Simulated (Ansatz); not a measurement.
Consider Bi2Te3 in the Bi2Te3 type structure (space group R-3m, No. 166).

```cif
data_Bi6Te9
_chemical_formula_sum 'Bi6 Te9'
_space_group_name_H-M_alt 'R-3m :H'
_space_group_IT_number 166
_space_group_name_Hall '-R 3 2"'
_cell_length_a 4.31516
_cell_length_b 4.31516
_cell_length_c 29.61915
_cell_angle_alpha 90.000
_cell_angle_beta 90.000
_cell_angle_gamma 120.000
loop_
_atom_site_label
_atom_site_type_symbol
_atom_site_symmetry_multiplicity
_atom_site_Wyckoff_symbol
_atom_site_fract_x
_atom_site_fract_y
_atom_site_fract_z
_atom_site_occupancy
Bi1 Bi 6 c 0.00000 0.00000 0.40072 1
Te1 Te 3 a 0.00000 0.00000 0.00000 1
Te2 Te 6 c 0.00000 0.00000 0.20740 1
```
(The calculation used a cell of 5 atoms; values per cell refer to that cell.)

Levels (all Ansatz, an electronic-structure program, PAW): PBEsol-D3(BJ) (420 eV, no spin-orbit coupling); r2SCAN (500 eV, no SOC); HSE06 (420 eV, no SOC).

At the geometry relaxed with PBEsol-D3(BJ), these levels gave the following band gaps, in shuffled order: (a) 0.44 eV, (b) 0.18 eV, (c) 0.55 eV.

Question: Match each gap to its level.

Answer: (a) r2SCAN; (b) PBEsol-D3(BJ); (c) HSE06.

Single points use the geometry relaxed with PBEsol-D3(BJ). With Bi and Te present, leaving out spin-orbit coupling can change the band edges. Stability against distortions was not tested. A zero or small gap of Bi2Te3 can be the functional's error rather than a property of the material.
